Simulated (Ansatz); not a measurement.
Where the default PAW files enter, the runs use the earlier of Ansatz's two default sets.

The decay constant κ of evanescent states in the gap governs leakage through a thin film.

Given:

```xyz
3
Lattice="4.4023 0.0000 0.0000 0.0000 4.4023 0.0000 2.2011 -2.2011 3.1129" Properties=species:S:1:pos:R:3 pbc="T T T"
Ba     0.0000     0.0000     0.0000
F      4.4023     2.2011     1.5564
F      2.2011     0.0000     1.5564
```

Space group of this cell: Fm-3m, fluorite. The cell is taken as given; by r2SCAN its mean pressure is -0.9 GPa.

Transport runs along the normal of the first two printed cell vectors, the (001) plane of the conventional cell.

The gap is the functional's own. No spin-orbit coupling. Mid-gap values are interpolated on the energy grid.

Q: Estimate the band gap and the smallest decay constant κ at mid-gap that Ansatz (a first-principles code) with r2SCAN returns for this system.

A: Gap 7.36 eV on a 10×10×10 mesh; κ = 0.548 1/Å, at the zone centre.
